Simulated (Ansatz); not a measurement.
## Quick settings and what they miss: YMg5 (R32, 6 atoms in the cell)

Self-consistent single point.

```
YMg5
1.0
    2.84325     1.64155     5.57700
   -2.84325     1.64155     5.57700
    0.00000    -3.28310     5.57700
Y Mg
1 5
Direct
  0.50000   0.50000   0.50000
  0.66756   0.33244   0.00000
  0.00000   0.66756   0.33244
  0.33244   0.00000   0.66756
  0.83410   0.83410   0.83410
  0.16590   0.16590   0.16590
```

Level of theory: PBEsol, harder PAW files (source: ansatz) made with PBE (plane waves; Ansatz, a program for electronic structure).

Base settings: basis.ecutwfc = 620 eV; kpoints.mp_grid.grid = 7 7 7; hamiltonian.xc = pbesol; hamiltonian.pseudopotentials = {kind: paw, source: ansatz}; scf.occupations.method = gaussian; scf.occupations.width = 0.2 eV.

Tight run (finer mesh or higher cutoff; not a proven limit): basis.ecutwfc: 620 eV → 870 eV; kpoints.mp_grid.grid: 7 7 7 → 10 10 10; scf.convergence.dr2_threshold: default (1e-07 eV) → 1e-09 eV. It gave Fermi level (on the code's own zero) 5.85 eV; pressure -2.12 GPa; largest force (vector length) 0.050 eV/Å.

Quick runs, as changes from the base:
- A: the base itself
- B: basis.ecutwfc: 620 eV → 435 eV; kpoints.mp_grid.grid: 7 7 7 → 4 4 4; hamiltonian.xc: pbesol → lda [LDA (PW92)]
- C: basis.ecutwfc: 620 eV → 495 eV; kpoints.mp_grid.grid: 7 7 7 → 6 6 6; kpoints.mp_grid.shift: default → 0.5 0.5 0.5
- D: basis.ecutwfc: 620 eV → 310 eV; kpoints.mp_grid.grid: 7 7 7 → 4 4 4; scf.occupations.method: gaussian → cold; kpoints.mp_grid.shift: default → 0.5 0.5 0.5; scf.convergence.dr2_threshold: default (1e-07 eV) → 0.0001 eV
- E: kpoints.mp_grid.grid: 7 7 7 → 4 4 4; scf.convergence.dr2_threshold: default (1e-07 eV) → 0.001 eV
- F: basis.ecutwfc: 620 eV → 435 eV; kpoints.mp_grid.grid: 7 7 7 → 8 8 8

Energies are extrapolated to zero smearing width, which holds to low order in the width alone.

Dashes: energy of B, another energy zero.

† marks runs with another functional, U, potentials or spin treatment: their distance from the tight run is not a convergence error alone.

The count of work is k-points × plane waves × bands × iterations; it is no time. 

Pressures in the table are Ansatz's without its Pulay estimate, at a fixed set of plane waves; the tight run's value above holds the estimate.

The starting cell comes from a database of computed structures (which also holds hypothetical and non-ambient phases and stackings), without a prior relaxation at this level. Its lattice was rescaled by a random factor within 2.5 % of one.

```
run  energy less tight (meV/atom)  pressure less tight (GPa)  largest miss in a force vector (eV/Å)  count of work / tight
---  ----------------------------  -------------------------  -------------------------------------  ---------------------
A                            -2.1                      -0.02                                  0.005                   0.18
B†                              –                      -7.18                                  0.012                  0.031
C                            13.0                      -1.04                                  0.015                  0.080
D                          3538.3                    -123.89                                  0.011                  0.012
E                             0.7                       0.05                                  0.003                  0.037
F                           101.5                      -5.58                                  0.004                   0.15
```

Among the runs at the tight run's level, the energy misses run from 0.7 to 3538.3 meV/atom.

Keys are those of Ansatz 0.2.
